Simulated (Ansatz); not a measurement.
Input:

```
CELL_PARAMETERS angstrom
      0.00000     3.29480     3.29480
      3.29480     0.00000     3.29480
      3.29480     3.29480     0.00000
ATOMIC_POSITIONS crystal
  Sn 0.00000 0.00000 0.00000
  Sn 0.25000 0.25000 0.25000
```

No spin polarisation.

Calculations: plane-wave PAW DFT at the PBE level (Ansatz, a first-principles code, 420 eV), no spin-orbit coupling. Γ-centred 15×15×15 mesh, Fermi–Dirac width 0.1 eV.

### Question
Predict the pressure.

### Answer
1.2 GPa.

### Question
What is the computed space group?

### Answer
Fd-3m (No. 227).

The cells carry an imposed strain or load. No phonon test of stability was made. The cell was made from Sn in the diamond structure (space group Fd-3m, No. 227) by this change: isotropic strain −1.00 %.
